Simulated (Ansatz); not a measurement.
**A constructed model of the (000-1) surface of wurtzite GaN, N-terminated, 2x2 Al adatom at H3 (bottom of the slab: 3 H on 4 bottom sites)**

The numbers are results of PBE (plane waves to 420 eV, PAW; Ansatz, an electronic-structure program), not measurements.

Model: 44-atom slab, 13.6 Å thick at the start with caps and adatoms (thin: gaps and levels are the slab's own), 4x4x1 mesh, Fermi-Dirac 0.025 eV, dipole correction, 8 atoms held, the rest relaxed; symmetry of the start imposed; no spin, no spin-orbit, no U. In PBE it is, or lies within 0.01 eV a 1x1 cell of, the lowest of the 2 structures of its composition computed so far; subsurface sites and larger cells were not tried.

```json
{
  "gap_of_the_slab_on_its_k_mesh": "1.13 eV",
  "highest_filled_level_below_the_top_vacuum_level": "4.54 eV",
  "energy_released_by_relaxation": "2.59 eV",
  "cost": "roughly 21 core-minutes"
}
```
